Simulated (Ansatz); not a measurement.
The reference is WB2 (space group P6_3/mmc, No. 194; a = 3.003 Å, c = 13.924 Å).

All numbers come from PBEsol/PAW in Ansatz (a first-principles code), no SOC.

One change was made to it. Results:

```
quantity         base        after
--------  -----------  -----------
density   12.55 g/cm³  12.61 g/cm³
band gap         zero         zero
```

### Question
Name the change that was made.
(A) pressure 0.3 GPa
(B) pressure 10 GPa
(C) pressure −1 GPa
(D) pressure 1.5 GPa
(E) pressure 5 GPa

### Answer
D, pressure 1.5 GPa. For comparison, the density in the other runs: pressure 10 GPa gives 12.91 g/cm³; pressure −1 GPa gives 12.52 g/cm³; pressure 0.3 GPa gives 12.56 g/cm³; pressure 5 GPa gives 12.74 g/cm³.

Load acts through the strain it causes; cell and atoms are relaxed under it. Whether these cells are dynamically stable was not tested. No other phases were tried under pressure. All final runs are without spin polarisation.
